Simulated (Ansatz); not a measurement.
Start from a 12-atom supercell of FeS₂ (space group Pnnm, No. 58; non-magnetic) at its relaxed geometry.

```xyz
12
Lattice="4.3675 0.0000 -3.3444 0.0000 5.3331 -3.3444 4.3675 0.0000 3.3444" Properties=species:S:1:pos:R:3 pbc="T T T"
Fe     6.5512     2.6666    -1.6722
Fe     2.1837     2.6666    -1.6722
Fe     0.0000     0.0000     0.0000
Fe     4.3675     0.0000     0.0000
S      3.0886     4.6634    -5.0166
S      3.0886     4.6634    -1.6722
S      5.2723     3.3363    -3.3444
S      5.2723     3.3363     0.0000
S      3.4626     1.9969     0.0000
S      3.4626     1.9969    -3.3444
S      5.6464     0.6697    -1.6722
S      5.6464     0.6697     1.6722
```

The values are results of PBEsol (Ansatz, a program for electronic structure), scalar-relativistic without spin-orbit coupling, not measurements.

Before the change:

- Pressure = 0.0 GPa
- Mean distance from the defect site to its nearest host atoms = 2.20 Å

Now apply this change: one S atom is replaced by Fe, atoms relaxed at fixed cell, starting from a slightly rattled geometry.

**Question.** What does the calculation give for the pressure and mean distance from the defect site to its nearest host atoms after the change?

**Answer.** The pressure goes from zero to 1.2 GPa; the mean distance from the defect site to its nearest host atoms grows by 0.022 Å to 2.23 Å.

Other magnetic orders, which the real material may have, were not ruled out. In so small a cell the defect repeats every few ångströms: this is an ordered compound, not a dilute defect. Starting moments died away, wholly or in part, for the base; another magnetic solution may exist. Spin-polarised in the final run: Fe on a S site (antisite); the other runs are not. The defect cell is spin-polarised and ends with 2.0 μB.
